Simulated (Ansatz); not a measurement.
Results of r²SCAN+rVV10 (PAW; Ansatz, a first-principles code) for ZnSnN2 (Pna2₁, No. 33, 16 atoms in the cell; start mp-1029469).

Settings: plane-wave cutoff 560 eV, 6×6×6 k mesh, Fermi–Dirac smearing 0.01 eV, scalar-relativistic PAW data made under PBE.

Cell (relaxed at this level):

Space group Pna2₁ (No. 33); a = 5.831 Å, b = 6.712 Å, c = 5.460 Å, α = β = γ = 90.00°

```
atom  site  symmetry       x       y       z
----  ----  --------  ------  ------  ------
Zn      4a         1  0.4173  0.1251  0.4988
Sn      4a         1  0.0884  0.1249  0.9993
N       4a         1  0.0828  0.1259  0.3786
N       4a         1  0.0795  0.6240  0.3732
```

Task: Estimate the band gap that the calculation returns.

Result: 
- band gap = 0.51 eV (on the SCF k mesh)

Note: the relaxation could not lower the start's symmetry, so the cell can be a saddle point above a distorted one.

Spin–orbit coupling is not included.

The computed numbers hold no vibrational or temperature effects.

The result took around 11 core-minutes (rough).

A start named mp-… is a Materials Project structure, which need not be a measured phase.
